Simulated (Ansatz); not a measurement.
The reference is C in the diamond structure (space group Fd-3m, No. 227; a = 3.554 Å). Axes: x, y, z lie along the cube axes.

Computed with PBEsol, PAW, 420 eV (Ansatz, a program for electronic structure; no SOC).

Strains are applied to the cell and any free atomic positions relax.

One change was made to it. Results:

The band gap drops by 0.305 eV, from 4.03 eV to 3.73 eV; the pressure (mean of the normal stresses, compression positive) goes from zero to 0.75 GPa.

### Question
Name the change that was made.
A) tensor shear ε_xy = +0.86 %
B) tensor shear ε_xy = +2.00 %
C) tensor shear ε_xy = +1.43 %
D) tensor shear ε_xy = +0.29 %

### Answer
B, tensor shear ε_xy = +2.00 %. For comparison, the band gap in the other runs: tensor shear ε_xy = +1.43 % gives 3.88 eV; tensor shear ε_xy = +0.29 % gives 4.02 eV; tensor shear ε_xy = +0.86 % gives 3.96 eV.

Stability against distortions was not tested.
